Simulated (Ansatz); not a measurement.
We consider AlB2-type ZrB2, described by r²SCANh (PAW; Ansatz, an electronic-structure program).

The input as run:

Ansatz 0.2 input:
```yaml
crystal:
  lattice:
    - [1.5815567838, -2.7393367046, 0.0]
    - [1.5815567838, 2.7393367046, 0.0]
    - [0.0, 0.0, 3.5441930797]
  atoms:
    - { symbol: Zr, position: [0.0, 0.0, 0.0] }
    - { symbol: B, position: [0.3333333333, 0.6666666667, 0.5] }
    - { symbol: B, position: [0.6666666667, 0.3333333333, 0.5] }
basis:
  ecutwfc: 520
  ecutrho_ratio: 4
  xc_grid: 3
kpoints:
  mp_grid: { grid: [12, 12, 8] }
hamiltonian:
  xc: r2scanh
  dispersion: none
  pseudopotentials: { kind: paw }
scf:
  occupations: { method: fermi_dirac, width: 0.05 }
  convergence: { dr2_threshold: 0.0000000003 }
output:
  forces: true
  stress: true
  eigenvalues: true
```

From the output:

```
WARN output.stress: scf.exx.energy_threshold = 1e-6 eV is looser than the 3e-8 eV advised for a stress under a hybrid functional (1e-8 eV for each atom of the …
Crystal: 3 atoms, lattice volume = 30.710 Å³
Basis set: ecut = 520 eV, 823 PW (Γ), exchange–correlation on 72×72×81 points (27 copies of the dense FFT grid, shifted against one another)
Bands: 13, of which v1, the nominal top of the filled ones, is band 9 counted from 1 (8 counted from 0)
Symmetry: 24 space group operations
Space group: P6/mmm (ITA 191), of the structure as read, at distance tolerance 3.1e-5 Å
k-points: 95 of 1152
Functional: x = r2scan, c = r2scan; τ floored in thin density (d = 2e-4 eV/Å³), warm-up for x = 0.9 r2scan + 0.1 exact, c = r2scan; τ floored in thin density (d = 2e-4 eV/Å³)
SCF iter   1: F=—  HF=-4511.261232 eV  |F-HF|=—  |Δ(HF+E_count)|=         —  Δρ=6.21e-3  dr2=7.23e-3  dr2_τ=2.41e-1
SCF iter   2: F=—  HF=-4511.339029 eV  |F-HF|=—  |Δ(HF+E_count)|=   7.78e-2  Δρ=4.70e-3  dr2=4.12e-3  dr2_τ=7.91e-5
  ...
SCF 1 converged in 9 iterations: F = -4511.339429 eV  dr2 = 2.79e-11
Crystal: 3 atoms, lattice volume = 30.710 Å³
Initial density: handed on by an earlier stage of this run
Functional: x = 0.9 r2scan + 0.1 exact, c = r2scan; τ floored in thin density (d = 2e-4 eV/Å³)
Crystal: 3 atoms, lattice volume = 30.710 Å³
SCF iter   1: F=—  HF=-4511.101795 eV  |F-HF|=—  |Δ(HF+E_count)|=         —  Δρ=4.01e-6  dr2=2.10e-9  dr2_τ=8.56e-10
SCF iter   2: F=-4511.101795 eV  HF=-4511.101795 eV  |F-HF|=2.51e-10  |Δ(HF+E_count)|=   1.42e-9  Δρ=1.87e-6  dr2=2.95e-10  dr2_τ=2.67e-10
SCF 3 converged in 2 iterations: F = -4511.101795 eV  dr2 = 2.95e-10
Free energy (F): -4511.101795 eV
Internal energy: -4511.100844 eV  (E = F + TS)
E sigma→0 (E₀):  -4511.101319 eV
Fermi energy:    15.876768 eV
--- Forces (eV/Å), atoms counted from 1 ---
  atom   1  Zr     0.00000000     0.00000000     0.00000000
  atom   2  B      0.00000000    -0.00000000     0.00000000
  atom   3  B     -0.00000000     0.00000000     0.00000000
--- Stress (GPa, compression-positive) ---
       -0.045426       0.000000       0.000000
        0.000000      -0.045426       0.000000
        0.000000       0.000000      -0.016986
  P = ⅓ Tr σ = -0.0359 GPa (-0.359 kbar)
```

The PAW data were made under PBE.

Note: the run warned that the count of filled bands differs between k points.

The result took about 2.9 core-minutes (a rough figure).
